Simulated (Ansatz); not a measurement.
## Ta on the Nb site in ferroelectric LiNbO3

Calculation: PBE, PAW (plane waves to 420 eV; Ansatz, a quantum-chemistry and plane-wave program). A 2×2×1 supercell of 120 sites was used; the energies come from a 2×2×2 Γ-centred sampling of its zone. Site at the start: the Nb site. Charged cells carry a point-charge image correction with potential alignment at far atoms. Dielectric constants: PBE linear response of the host. Host gap at this level: 3.53 eV. Finite-size and sampling errors can reach tenths of an eV here. PBE underestimates the host's gap, which shifts levels and can delocalise carriers. Spin–orbit coupling is left out, which matters for these heavy elements. Each state is the lowest found from its start.

Formation energies E_f are given with the Fermi level at the valence-band maximum. Chemical conditions: Li-rich (Δμ(Nb) = -1.84 eV, Δμ(Ta) = -2.52 eV, bounded by LiNbO2 (P6_3/mmc), Li2O (Fm-3m), LiTaO3 (R3c); only phases computed here count, gases as isolated molecules at 0 K); Nb-rich (Δμ(Nb) = -1.00 eV, Δμ(Ta) = -1.68 eV, bounded by LiNbO2 (P6_3/mmc), Nb2O5 (C2/c), LiTaO3 (R3c); only phases computed here count, gases as isolated molecules at 0 K); O-rich (Δμ(Nb) = -10.05 eV, Δμ(Ta) = -10.73 eV, bounded by Li2O2 (P6_3/mmc), LiTaO3 (R3c); only phases computed here count, gases as isolated molecules at 0 K). Reference phases: Nb: bcc Nb, Ta: bcc Ta.

Charges from +1 to −1 were run; one beyond them could lie lower near a band edge.

| charge | moment (μB) | point group | largest move off a lattice site (Å) | image correction with alignment (eV) | E_f, Li-rich (eV) | E_f, Nb-rich (eV) | E_f, O-rich (eV) |
|---|---|---|---|---|---|---|---|
| +1* | quenched | – | 0.04 | – | – | – | – |
| 0 | not spin-polarised | C3 | 0.04 | 0.00 | 0.03 | 0.03 | 0.03 |
| −1* | quenched | – | 0.06 | – | – | – | – |

* At this level the carrier isn't localised at the defect: at charge +1 holes occupy the valence band; at charge −1 electrons occupy the conduction band. Such a state is shallow or no state of the defect, and this cell gives it no level.

Point groups are those of the whole cell at tolerances of 0.03 and 0.1 Å ("near" where only the looser one holds); none is given for unsettled states.

Starting moments that weren't kept: charge +1 began with 1 μB and ended with 0.0; charge −1 began with 1 μB and ended with 0.0.

Flagged in the runs: a host whose relaxation on this sampling wasn't shown to rest, a strain field that reaches the edge of the cell.

All states together cost around 9 core-hours (rough).
